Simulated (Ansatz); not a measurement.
The starting structures come from a database of crystals and need not be the phases stable at ambient conditions.

By PBEsol, the system below comes out a metal.

A figure of merit of an interconnect metal is its ballistic conductance per area.

Given:

```
Al5W
1.0
    4.86371     0.00000     0.00000
    0.00000     8.83217     0.00000
    2.43186     0.00000     4.21210
Al W
10 2
Direct
  0.00000   0.25000   0.00000
  0.00000   0.75000   0.00000
  0.33333   0.25000   0.33333
  0.66667   0.75000   0.66667
  0.66251   0.00000   0.33749
  0.66251   0.50000   0.00000
  0.00000   0.00000   0.66251
  0.33749   0.50000   0.66251
  0.33749   0.00000   0.00000
  0.00000   0.50000   0.33749
  0.33333   0.75000   0.33333
  0.66667   0.25000   0.66667
```

Space group of this cell: P6_322. The cell is taken as given; by PBEsol its mean pressure is 0.6 GPa.

The current flows along the normal of the first two printed cell vectors, the (100) plane of the conventional cell. No spin-orbit coupling; the value is a mean over 0.1 eV about the Fermi level.

Problem. State the ballistic conductance per area according to PBEsol in Ansatz (a program for electronic structure).

Solution. 0.32 × 10¹⁵ S/m² for both spins.
